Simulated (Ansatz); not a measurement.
B (R-3m), PBEsol, rigid bands run with Ansatz (a program for electronic structure): N_c = 1.11e20 cm⁻³ at 300 K and an electron conductivity mass of 0.771 mₑ along y (a = (2.44, 1.41, 4.17) Å; b = (-2.44, 1.41, 4.17) Å; c = (0.00, -2.82, 4.17) Å).

Problem. For 1e16 electrons per cm³ at 300 K, place the Fermi level, estimate the Seebeck coefficient of a parabolic band with constant τ, and give mobility and conductivity for τ = 20 fs.

Solution. The level lies k_BT ln(N_c/n) = 0.241 eV below the conduction-band minimum. S ≈ −(k_B/e)[ln(N_c/n) + 5/2] = -1018 μV/K, against -1067 μV/K from the full bands (mean over directions). μ = eτ/m = 45.6 cm²/(V·s) and σ = neμ = 0.0731 S/cm. τ is assumed, not computed.

Band transport and this doping are assumed; polarons and phonon drag are left out. Spin-orbit coupling is left out.
